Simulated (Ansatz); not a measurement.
Start from LiNbO₃ (space group R3c, No. 161).

```xyz
10
Lattice="2.5337 1.4629 4.5624 -2.5337 1.4629 4.5624 0.0000 -2.9257 4.5624" Properties=species:S:1:pos:R:3 pbc="T T T"
Li     0.0000     0.0000     3.8481
Li     0.0000     0.0000    10.6917
Nb     0.0000     0.0000    13.6533
Nb     0.0000     0.0000     6.8097
O     -0.6593    -1.4089     5.4222
O      1.5498     0.1335     5.4222
O     -0.8905     1.2754     5.4222
O     -1.6432    -0.1874     7.7034
O      0.6593     1.5168     7.7034
O      0.9839    -1.3293     7.7034
```

Cartesian axes are those of the cell as printed.

The values are results of LDA in Ansatz (plane waves to 420 eV, PAW, without spin-orbit coupling), not measurements.

Before the change:

| Property | Result |
|---|---|
| Shortest interatomic distance | 1.880 Å |

Perturbation: uniaxial strain ε_xx = +3.00 %, all other strain components held at zero, atoms relaxed at fixed cell.

Q: Estimate the effect on the energy relative to the base, largest internal atomic displacement, stress and shortest interatomic distance.

A: The energy rises by 5.9 meV/atom; the largest internal atomic displacement comes out as 0.048 Å; the stress (xx, yy, zz, yz, xz, xy; compression positive) is (-6.03, -1.71, -2.09, -0.10, 0.00, 0.00) GPa; the shortest interatomic distance falls by 0.007 Å to 1.873 Å.

Stability against distortions was not tested.

Ansatz is a first-principles code.
